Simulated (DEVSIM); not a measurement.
System: abrupt Si n-p junction, at 300 K.

```csv
layer (left to right),material,thickness (μm),Nd (cm⁻³),Na (cm⁻³),τn (s),τp (s)
1,Si,6.10,9.9e15,-,0.00024,0.00024
2,Si,0.640,-,2.7e16,0.00024,0.00024
```

Left contact: ohmic. Right contact: ohmic. Voltage is applied to the left contact. Recombination: SRH at mid-gap. Mobility is μmin + (μ − μmin)/(1 + (N/Nref)^α).

This is a model device: material constants are rounded textbook-type values typed into the input, and sizes, dopings and lifetimes were drawn at random. Values at 300 K; Nc and Nv go as T^1.5, mobilities as T to minus their exponent, the gap by Varshni's rule with the affinity fixed. The table also holds parameters that only a changed run uses.

| parameter | Si |
|---|---|
| gap (eV) | 1.124 |
| affinity (eV) | 4.05 |
| permittivity | 11.7 |
| Nc (cm⁻³) | 2.86e19 |
| Nv (cm⁻³) | 3.1e19 |
| μn (cm²/Vs) | 1417 |
| μp (cm²/Vs) | 470 |
| μn,min | 52 |
| μp,min | 45 |
| Nref,n | 9.7e16 |
| Nref,p | 2.2e17 |
| αn | 0.68 |
| αp | 0.72 |
| T exponent of μn | 2.3 |
| T exponent of μp | 2.2 |
| Cn (cm⁶/s) | 2.8e-31 |
| Cp (cm⁶/s) | 9.9e-32 |
| Varshni α (eV/K) | 0.000473 |
| Varshni β (K) | 636 |

Simulated with DEVSIM: 1D drift-diffusion, Boltzmann statistics, complete ionisation; no tunnelling, impact ionisation, image-force lowering or self-heating.

Base results: largest field in the device at zero bias (V/cm) 39000; potential step across the device at zero bias (V) 0.736; dark forward voltage at 100 A/cm² (V) 0.710; dark forward voltage at 1 A/cm² (V) 0.564.

**Question.** What follows from this one change: thickness of layer 2 0.64 → 3.2 μm?

**Answer.** largest field in the device at zero bias little changed (39000 V/cm); potential step across the device at zero bias little changed (0.736 V); dark forward voltage at 100 A/cm² 0.710 → 0.740 V; dark forward voltage at 1 A/cm² 0.564 → 0.598 V.

**Question.** What follows from this one change: temperature 300 → 400 K?

**Answer.** largest field in the device at zero bias 39000 → 33000 V/cm; potential step across the device at zero bias 0.736 → 0.549 V; dark forward voltage at 100 A/cm² 0.710 → 0.538 V; dark forward voltage at 1 A/cm² 0.564 → 0.333 V.

**Question.** What follows from this one change: doping Nd of layer 1 9.9e+15 → 9.9e+16 cm^-3?

**Answer.** largest field in the device at zero bias 39000 → 70000 V/cm; potential step across the device at zero bias 0.736 → 0.795 V; dark forward voltage at 100 A/cm² 0.710 → 0.692 V; dark forward voltage at 1 A/cm² little changed (0.565 V).

**Question.** What follows from this one change: doping Na of layer 2 2.7e+16 → 8.1e+16 cm^-3?

**Answer.** largest field in the device at zero bias 39000 → 44000 V/cm; potential step across the device at zero bias 0.736 → 0.764 V; dark forward voltage at 100 A/cm² 0.710 → 0.732 V; dark forward voltage at 1 A/cm² 0.564 → 0.593 V.

**Question.** What follows from this one change: constant mobility in place of the doping-dependent one?

**Answer.** largest field in the device at zero bias little changed (39000 V/cm); potential step across the device at zero bias little changed (0.736 V); dark forward voltage at 100 A/cm² 0.710 → 0.698 V; dark forward voltage at 1 A/cm² 0.564 → 0.556 V.
